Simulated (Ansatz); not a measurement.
Consider Si in the diamond structure (space group Fd-3m, No. 227; a = 5.470 Å).

Structures relaxed with PBE/PAW in Ansatz (a first-principles code), no spin-orbit coupling.

Base:

Simulated powder pattern, Mo Kα, λ = 0.71073 Å (kinematic, ideal powder, no thermal factors, no anomalous dispersion; the 10 strongest lines at most, above 2 %, up to 2θ = 40°):

```json
[
 {"2θ (°)": "12.92", "I/Imax (%)": "100", "hkl": "(111)"},
 {"2θ (°)": "21.18", "I/Imax (%)": "75", "hkl": "(220)"},
 {"2θ (°)": "24.88", "I/Imax (%)": "47", "hkl": "(311)"},
 {"2θ (°)": "30.12", "I/Imax (%)": "13", "hkl": "(400)"},
 {"2θ (°)": "32.90", "I/Imax (%)": "20", "hkl": "(331)"},
 {"2θ (°)": "37.11", "I/Imax (%)": "27", "hkl": "(422)"},
 {"2θ (°)": "39.46", "I/Imax (%)": "14", "hkl": "(511)"}
]
```

Modification: cell and atoms relaxed at a pressure of 4.5 GPa.

After the change:

Simulated powder pattern, Mo Kα, λ = 0.71073 Å (kinematic, ideal powder, no thermal factors, no anomalous dispersion; the 10 strongest lines at most, above 2 %, up to 2θ = 40°):

```json
[
 {"2θ (°)": "13.12", "d (Å)": "3.110", "I/Imax (%)": "100", "hkl": "(111)"},
 {"2θ (°)": "21.51", "d (Å)": "1.905", "I/Imax (%)": "75", "hkl": "(220)"},
 {"2θ (°)": "25.28", "d (Å)": "1.624", "I/Imax (%)": "47", "hkl": "(311)"},
 {"2θ (°)": "30.60", "d (Å)": "1.347", "I/Imax (%)": "13", "hkl": "(400)"},
 {"2θ (°)": "33.42", "d (Å)": "1.236", "I/Imax (%)": "20", "hkl": "(331)"},
 {"2θ (°)": "37.71", "d (Å)": "1.100", "I/Imax (%)": "27", "hkl": "(422)"}
]
```

The indices refer to the base's conventional cell; one index is shown for lines that coincide.

Load acts through the strain it causes; cell and atoms are relaxed under it. No phonon test of stability was made. Tetrahedral semiconductors of this kind turn to denser phases somewhere between about 1 and 50 GPa; those were not computed, so compressed cells here can lie past the real transition.
